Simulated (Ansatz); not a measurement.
These are PBE (plane waves to 420 eV, PAW; Ansatz, a quantum-chemistry and plane-wave program) values and carry that method's errors.

Electrostatic potential energy of an electron, averaged over planes parallel to the surface, in eV from the Fermi level, for a constructed model of the (110) surface of bcc Mo, a cell of two sites (a+b, b-a) surface alloy, Au on one Mo site of the top plane (bottom of the slab: a bare face, its two planes held):

(z (Å), V (eV)): (3.72, 4.66); (4.01, 4.66); (4.30, 4.66); (4.58, 4.65); (4.87, 4.64); (5.16, 4.62); (5.44, 4.57); (5.73, 4.48); (6.02, 4.29); (6.30, 3.93); (6.59, 3.23); (6.88, 1.88); (7.16, -0.81); (7.45, -6.80); (7.73, -15.49); (8.02, -21.99); (8.31, -22.57); (8.59, -16.93); (8.88, -8.39); (9.17, -2.67); (9.45, -2.79); (9.74, -8.75); (10.03, -17.43); (10.31, -23.05); (10.60, -22.31); (10.89, -15.62); (11.17, -7.07); (11.46, -2.39); (11.74, -3.61); (12.03, -10.45); (12.32, -18.87); (12.60, -23.35); (12.89, -21.25); (13.18, -13.78); (13.46, -5.59); (13.75, -2.09); (14.04, -4.50); (14.32, -12.13); (14.61, -20.15); (14.90, -23.42); (15.18, -20.05); (15.47, -11.99); (15.76, -4.39); (16.04, -2.06); (16.33, -5.65); (16.61, -13.87); (16.90, -21.28); (17.19, -23.29); (17.47, -18.77); (17.76, -10.49); (18.05, -4.00); (18.33, -3.52); (18.62, -7.55); (18.91, -13.51); (19.19, -17.86); (19.48, -17.40); (19.77, -13.25); (20.05, -7.93); (20.34, -2.63); (20.62, 1.55); (20.91, 3.35); (21.20, 4.14); (21.48, 4.50); (21.77, 4.67); (22.06, 4.75); (22.34, 4.78); (22.63, 4.80); (22.92, 4.81); (23.20, 4.81); (23.49, 4.81); (23.78, 4.81); (24.06, 4.81)

Model: 12-atom slab, 11.1 Å thick at the start with caps and adatoms (thin: gaps and levels are the slab's own), 12x9x1 mesh, Fermi-Dirac 0.1 eV, dipole correction, 4 atoms held, the rest relaxed; symmetry of the start imposed; no spin, no spin-orbit, no U. It is one candidate, not shown to be the stable structure of the face.

The vacuum level lies 4.81 eV above the Fermi level over the top face and 4.66 eV above it under the bottom face.
